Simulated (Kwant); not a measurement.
Computed with Kwant: Hückel tight-binding model, one pz orbital an atom, one spin, coherent transport at 0 K. Conductance is in e²/h.

Model system: π system c1ccc2c(c1)oc1ccccc12 between two chain leads. The π system is taken as planar. Atoms are numbered from 0 in the order of the SMILES. Site energies (eV, carbon 0): [0.0, 0.0, 0.0, 0.0, 0.0, 0.0, -5.4, 0.0, 0.0, 0.0, 0.0, 0.0, 0.0]. Bonds (i, j, β in eV): (0,1,-2.7) (1,2,-2.7) (2,3,-2.7) (3,4,-2.7) (4,5,-2.7) (4,6,-2.16) (6,7,-2.16) (7,8,-2.7) (8,9,-2.7) (9,10,-2.7) (10,11,-2.7) (11,12,-2.7) (5,0,-2.7) (12,7,-2.7) (12,3,-2.7). Leads: chains of hopping −4.1 eV, joined by −0.54 eV to atoms 1 and 5.

Site energies and bond integrals are typed Hückel values.

Sweep values stay those of the base run.

One input was changed, with this effect: transmission at E = 0 1.3e-5 → 0.00060.

Which change was it?
(A) contacts moved from atoms [1, 5] to [1, 8]
(B) contacts moved from atoms [1, 5] to [0, 9]
(C) contacts moved from atoms [1, 5] to [0, 1]
(D) contacts moved from atoms [1, 5] to [1, 10]
(E) contacts moved from atoms [1, 5] to [0, 11]
(F) contacts moved from atoms [1, 5] to [2, 11]

C, contacts moved from atoms [1, 5] to [0, 1]
